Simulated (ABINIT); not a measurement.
Checking a run of ABINIT on HfMg6Mo (Amm2, 8 atoms in the cell). The aim is a self-consistent single point with DFT, LDA (PW92), plane waves, PAW (JTH v2.0 LDA PAW).

Input as run:

```
# Mg6Hf2Mo, JTH v2.0 LDA PAW
pp_dirpath "./"
pseudos "Mg.LDA_PW-JTH.xml, Hf.LDA_PW-JTH.xml, Mo.LDA_PW-JTH.xml"
acell 3*1.0 Angstrom
rprim
         5.0861470000    0.0000000000    0.0000000000
         0.0000000000    2.9315530000    5.6735700000
         0.0000000000   -2.9315530000    5.6735700000
natom 9
ntypat 3
znucl 12 72 42
typat 1 1 1 1 1 1 2 3 2
xred
         0.5000000000    0.6734300000    0.1719700000
         0.5000000000    0.1719700000    0.6734300000
         0.0000000000    0.8444900000    0.3272700000
         0.0000000000    0.3272700000    0.8444900000
         0.0000000000    0.3139600000    0.3139600000
         0.0000000000    0.8255700000    0.8255700000
         0.5000000000    0.6721000000    0.6721000000
         0.5000000000    0.1712000000    0.1712000000
         0.5002860000    0.7093700000    0.6580630000
ecut 20
pawecutdg 40
pawovlp -1
pawxcdev 0
occopt 3
tsmear 0.00183747
nband 61
kptopt 1
ngkpt 3 3 3
nshiftk 1
shiftk 0.5 0.5 0.5
nstep 80
tolvrs 1.0e-11
prtwf 0
prtden 0
```

Log, with long lists cut:

```
 Symmetries : space group P1 (#  1); Bravais aP (primitive triclinic)

 -outvars: echo values of preprocessed input variables --------
            acell      1.8897261329E+00  1.8897261329E+00  1.8897261329E+00 Bohr
             ecut      2.00000000E+01 Hartree
              ixc       -1012
   [... lines left out ...]
                       5.0028600000E-01  7.0937000000E-01  6.5806300000E-01
            znucl       12.00000   72.00000   42.00000

== DATASET  1 ==================================================================

 Real(R)+Recip(G) space primitive vectors, cartesian coordinates (Bohr,Bohr^-1):
 R(1)=  9.6114249  0.0000000  0.0000000  G(1)=  0.1040428  0.0000000  0.0000000
 R(2)=  0.0000000  5.5398323 10.7214935  G(2)=  0.0000000  0.0902554  0.0466353
 R(3)=  0.0000000 -5.5398323 10.7214935  G(3)=  0.0000000 -0.0902554  0.0466353
 Unit cell volume ucvol=  1.1417465E+03 bohr^3
 Angles (23,13,12)=  5.46511064E+01  9.00000000E+01  9.00000000E+01 degrees

 Coarse grid specifications (used for wave-functions):

 getcut: wavevector=  0.0000  0.0000  0.0000  ngfft=  40  50  50
         ecut(hartree)=     20.000   => boxcut(ratio)=   2.05855

 Fine grid specifications (used for densities):

 getcut: wavevector=  0.0000  0.0000  0.0000  ngfft=  60  72  72
         ecut(hartree)=     40.000   => boxcut(ratio)=   2.09558

   2.69682170E+04                                ecore*ucvol(ha*bohr**3)

_setup2: Arith. and geom. avg. npw (full set) are    4874.519    4874.509
--- !BeginCycle
solver: {iscf: 17, nstep: 80, nline: 4, wfoptalg: 10, }
tolerances: {tolvrs: 1.00E-11, }
...

     iter   Etot(hartree)      deltaE(h)  residm     nres2
 ETOT  1  -231.31834929137    -2.313E+02 8.719E+00 1.009E+03
 ETOT  2  -235.75600394157    -4.438E+00 3.966E-01 6.164E+01
 ETOT  3  -235.86549760045    -1.095E-01 1.290E-01 8.839E+01
 ETOT  4  -235.61760970230     2.479E-01 1.545E-01 3.489E+00
 ETOT  5  -235.62321630298    -5.607E-03 4.507E-02 1.466E-01
   [... 8 lines left out ...]
 ETOT 14  -235.62364822768    -2.197E-11 2.260E-03 1.661E-09
 ETOT 15  -235.62364822768    -3.979E-13 8.778E-04 1.703E-10
 ETOT 16  -235.62364822768    -1.563E-12 1.244E-03 3.153E-11
 ETOT 17  -235.62364822768     4.604E-12 5.266E-04 5.471E-12
 At SCF step   17       nres2   =  5.47E-12 < tolvrs=  1.00E-11 =>converged.

 Cartesian components of stress tensor (hartree/bohr^3)
  sigma(1 1)= -2.64592404E-04  sigma(3 2)= -1.65769742E-01
  sigma(2 2)= -1.89394119E-01  sigma(3 1)= -1.60339542E-03
  sigma(3 3)= -1.45378055E-01  sigma(2 1)= -1.82946093E-03

 ----iterations are completed or convergence reached----

 reduced coordinates (array xred) for    9 atoms
       0.500000000000      0.673430000000      0.171970000000
       0.500000000000      0.171970000000      0.673430000000
       0.000000000000      0.844490000000      0.327270000000
       0.000000000000      0.327270000000      0.844490000000
       0.000000000000      0.313960000000      0.313960000000
   [... lines left out ...]
 Fermi (or HOMO) energy (hartree) =   0.21419   Average Vxc (hartree)=  -0.36746
   [... lines left out ...]
total_energy        : -2.35623647362566E+02
total_energy_eV     : -6.41164551487607E+03
...

-Cartesian components of stress tensor (GPa)         [Pressure=  3.2857E+03 GPa]
- sigma(1 1)= -7.78457597E+00  sigma(3 2)= -4.87711338E+03
- sigma(2 2)= -5.57216642E+03  sigma(3 1)= -4.71735139E+01
- sigma(3 3)= -4.27716933E+03  sigma(2 1)= -5.38245897E+01

 Calculation completed.
```

Q: Can these results be used? Check the input.

A: The run is not sound. The fault is one atom entered twice. Two nuclei at or near one point give a huge ion-ion repulsion and overlapping cores, and the electron count is too high as well. To fix it, remove the duplicate atom. The run converged in 17 iterations without an error; against the sound input the pressure goes from -5.53 to 3286 GPa and the largest force goes from 0.191 to 51940 eV/Å.

The sound input it was made from differs as follows (other fixes are possible):
```diff
-# Mg6Hf2Mo, JTH v2.0 LDA PAW
+# HfMg6Mo, JTH v2.0 LDA PAW
-natom 9
+natom 8
-typat 1 1 1 1 1 1 2 3 2
+typat 1 1 1 1 1 1 2 3
-         0.5002860000    0.7093700000    0.6580630000
-pawovlp -1
-nband 61
+nband 54
```

With that input, the run converged in 15 iterations: free energy E − TS -13610.93 eV; Fermi level (on the code's own zero) 4.22 eV; pressure -5.53 GPa; largest force (vector length) 0.191 eV/Å (DFT, LDA (PW92), plane waves, PAW (JTH v2.0 LDA PAW)).

On the sound input: the starting cell comes from a database of computed structures (which also holds hypothetical and non-ambient phases and stackings), without a prior relaxation at this level. Its lattice was rescaled by a random factor within 2.5 % of one. Spin polarisation is off. With a pressure of about -6 GPa the cell is away from its equilibrium volume at this level. Without a gap this mesh is coarse (it stands for a supercell whose shortest vector is 15 Å).
